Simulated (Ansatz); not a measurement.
Here is the system:

End structure of a constructed model of the (0001) surface of hcp Re, a pseudomorphic layer of V in the host's stacking (bottom of the slab: a bare face, its two planes held):

```xyz
7
Lattice="2.7757 0.0000 0.0000 -1.3879 2.4038 0.0000 0.0000 0.0000 30.0000" Properties=species:S:1:pos:R:3 pbc="T T T"
Re     1.3879     0.8013     8.0370
Re     0.0000     1.6026    10.2775
Re     1.3879     0.8013    12.5515
Re     0.0000     1.6026    14.7562
Re     1.3879     0.8013    17.0317
Re     0.0000     1.6026    19.2234
V      1.3879     0.8013    21.4354
```

Set-up: 7 atoms, 13.9 Å thick at the start; mesh 15x15x1; 0.1 eV smearing; dipole correction on; 2 atoms held, the rest relaxed; held to the start's symmetry, so lower structures may exist; spin-polarised, ending with about 1.2 μB a cell; orders that need a larger cell were not tried, no spin-orbit, no U. It is one candidate, not shown to be the stable structure of the face.

Predict the work function of the top face from PBE in Ansatz (a program for electronic structure).

4.41 eV
